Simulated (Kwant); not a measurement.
GaN/Al0.2Ga0.8N stack with 2 barriers

Device: GaN/Al0.2Ga0.8N stack with 2 barriers. One parabolic valley. Leads of mass 0.2 mₑ with the band edge at 0; grid 0.1 nm; bias swept from 0.014 to 0.4369 V, dropping linearly over the stack. Emitter Fermi level 0.04 eV, 300 K, equal in the collector.

```json
[
 {"layer": "1", "thickness (nm)": "1.8", "band offset (eV)": "0.35", "mass (mₑ)": "0.22"},
 {"layer": "2", "thickness (nm)": "4.4", "band offset (eV)": "0", "mass (mₑ)": "0.2"},
 {"layer": "3", "thickness (nm)": "1.8", "band offset (eV)": "0.35", "mass (mₑ)": "0.22"}
]
```

The device is made up for the run: typed textbook-type constants, with dimensions and the other settings drawn at random.

Model: one-band effective-mass tight-binding model in one dimension, coherent, no space charge, current by the Tsu-Esaki formula (Kwant).

```tsv
bias (V)	J (A/cm²)
0.1197	20800
0.1373	26800
0.1550	34900
0.1726	45300
0.1902	58400
0.2078	74500
0.2255	93900
0.2431	117000
0.2607	143000
0.2783	171000
0.2959	199000
0.3135	225000
0.3312	246000
0.3488	255000
0.3664	246000
0.3840	210000
0.4017	138000
0.4193	81000
0.4369	62400
```
